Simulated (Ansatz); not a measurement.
SiO2, pressure series

Start from SiO2 in the rutile structure (space group P4_2/mnm, No. 136; a = 4.236 Å, c = 2.690 Å).

Cell and atoms are relaxed at each pressure.

Method: plane-wave PAW DFT at the PBE level (Ansatz, a quantum-chemistry and plane-wave program, 420 eV), scalar-relativistic without spin-orbit coupling.

| case | electron mass | band gap | c/a ratio | width of the top valence band |
|---|---|---|---|---|
| base | 0.36 mₑ along c, 0.45 mₑ across (at Γ) | 5.04 eV | 0.635 | 2.56 eV |
| pressure −2 GPa | 0.36 mₑ along c, 0.45 mₑ across (at Γ) | 4.93 eV | 0.634 | 2.53 eV |
| pressure −1 GPa | 0.36 mₑ along c, 0.45 mₑ across (at Γ) | 4.98 eV | 0.634 | 2.55 eV |
| pressure 0.9 GPa | 0.37 mₑ along c, 0.46 mₑ across (at Γ) | 5.09 eV | 0.636 | 2.57 eV |
| pressure 2.1 GPa | 0.37 mₑ along c, 0.46 mₑ across (at Γ) | 5.15 eV | 0.636 | 2.58 eV |
| pressure 4.5 GPa | 0.37 mₑ along c, 0.47 mₑ across (at Γ) | 5.28 eV | 0.638 | 2.61 eV |
| pressure 9 GPa | 0.38 mₑ along c, 0.48 mₑ across (at Γ) | 5.51 eV | 0.640 | 2.66 eV |
| pressure 15 GPa | 0.39 mₑ along c, 0.50 mₑ across (at Γ) | 5.81 eV | 0.642 | 2.72 eV |
| pressure 22.5 GPa | [?] | [?] | [?] | [?] |

Q: Some entries are withheld; estimate them.

A: 
- pressure 22.5 GPa, electron mass: 0.40 mₑ along c, 0.52 mₑ across (at Γ)
- pressure 22.5 GPa, band gap: 6.16 eV
- pressure 22.5 GPa, c/a ratio: 0.644
- pressure 22.5 GPa, width of the top valence band: 2.79 eV

Load acts through the strain it causes; cell and atoms are relaxed under it. Masses are band curvatures over ±0.01 Å⁻¹ around the edge. Whether these cells are dynamically stable was not tested. Competing high-pressure phases were not computed.
